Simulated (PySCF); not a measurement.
PySCF 2.14.0, PBE/def2-tzvp, df: Cu(Me)(PH3) ([CH3][Cu]<-[PH3]), 9 atoms. The geometry is a generated start, not checked to be a minimum at this level.

```json
{
  "task": "energy",
  "method": "pbe",
  "basis": "def2-tzvp",
  "two_electron_scheme": "density fitting",
  "mol.max_memory": "3000 MB",
  "mf.max_cycle": "100",
  "mf.conv_tol": "1e-09 (default)",
  "mf.grids.level": "3 (default)",
  "basis_functions": "149",
  "grid_points": "112792"
}
```

```xyz
9

Cu     0.0979     0.0610     0.1507
C      1.1144     0.7567     1.7311
H      1.5653    -0.0297     2.3459
H      0.5045     1.3424     2.4272
H      1.9470     1.4163     1.4636
P     -1.0295    -0.7008    -1.5998
H     -0.8741    -1.9966    -2.0563
H     -0.9131    -0.1160    -2.8477
H     -2.4124    -0.7331    -1.6147
```

Charge 0 and multiplicity 1 are set for this test and not shown to be the ground state.

With the defaults (mf.DIIS = CDIIS, mf.diis = true, mf.level_shift = 0, mf.diis_space = 8, mf.damp = 0, mf.diis_start_cycle = 1, mf.init_guess = minao, newton = off) it converges in 17 Fock builds. One run each on 2 threads, 1 BLAS thread, with these changes:
- mf.DIIS = ADIIS
- mf.DIIS = EDIIS
- mf.init_guess = atom
- mf.diis = false
- mf.damp = 0.3, mf.diis_start_cycle = 4
- mf.level_shift = 0.1 Hartree
- mf.diis_space = 3
- newton = Hessian by the SCF's own integrals
- mf.diis_space = 12

Task: Which runs fail or end elsewhere than the default run?

Result: No convergence: mf.DIIS = EDIIS; mf.diis = false (the run ends without SCF convergence in 100 cycles). The rest reach the solution of the defaults.

```tsv
setting	Fock builds	end
mf.init_guess = atom	14	same solution
mf.level_shift = 0.1 Hartree	16	same solution
the defaults	17	same solution
mf.diis_space = 12	17	same solution
mf.damp = 0.3, mf.diis_start_cycle = 4	23	same solution
mf.diis_space = 3	30	same solution
mf.DIIS = ADIIS	35	same solution
newton = Hessian by the SCF's own integrals	67	same solution
mf.DIIS = EDIIS	101	no convergence
mf.diis = false	101	no convergence
```

Under newton the count holds the products with the orbital Hessian.
